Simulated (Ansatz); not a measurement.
The starting structures come from a database of crystals and need not be the phases stable at ambient conditions.

Tunnelling through a barrier is set by its complex band structure: the current falls as exp(−2κd) with the smallest κ.

Given:

```
PdO4S
1.0
    7.67042     0.00000     0.00000
    0.97994     7.77947     0.00000
    3.83521     0.00000     2.77436
Pd S O
2 2 8
Direct
  0.00000   0.50000   0.50000
  0.50000   0.00000   0.50000
  0.07672   0.75000   0.84656
  0.92328   0.25000   0.15344
  0.76785   0.78195   0.14118
  0.23215   0.21805   0.85882
  0.09097   0.71805   0.14118
  0.90903   0.28195   0.85882
  0.78985   0.40291   0.45550
  0.21015   0.59709   0.54450
  0.75465   0.09709   0.45550
  0.24535   0.90291   0.54450
```

The cell is taken as given; by r2SCAN it stands under a pressure of 1.1 GPa.

Transport runs along the normal of the first two printed cell vectors.

No gap correction and no spin-orbit coupling; mid-gap is the computed energy nearest the middle.

Give the band gap and the smallest decay constant κ at mid-gap that r2SCAN run with Ansatz (a quantum-chemistry and plane-wave program) yields.

Gap 1.47 eV on a 12×4×12 mesh; κ = 0.490 1/Å, at (0.000, 0.500) of the in-plane reciprocal vectors. At the zone centre the slowest state has κ = 0.49 1/Å.
